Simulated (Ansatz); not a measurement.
For GeSb2Te4 (R-3m, No. 166, 7 atoms in the cell; start mp-1224370), PBEsol (plane waves, PAW; Ansatz, an electronic-structure program) gives:

- lattice constant a = 4.246 Å
- c axis length = 38.783 Å
- cohesive energy = 3.10 eV/atom

### Question
What does r²SCAN+rVV10 (plane waves, PAW; Ansatz) give for the same quantities?

### Answer

- lattice constant a: 4.271 Å (increases by 0.6 %)
- lattice parameter c: 39.029 Å (grows by 0.6 %)
- cohesive energy: 2.79 eV/atom (drops by 0.31 eV/atom)

Changes are worked out from the printed values.

Unless a cell is named, each level is at its own relaxed cell (PBEsol 28.84, r²SCAN+rVV10 29.36 Å³/atom).

Levels without +SOC leave out spin–orbit coupling, which shifts energies and cells of such heavy elements.

Caveats: the relaxation could not lower the start's symmetry, so the cell can be a saddle point above a distorted one (PBEsol, r²SCAN+rVV10). Ansatz's density-functional and Hartree–Fock values are scalar-relativistic unless marked +SOC, with PAW data made under PBE.

A start named mp-… is a Materials Project structure, which need not be a measured phase.
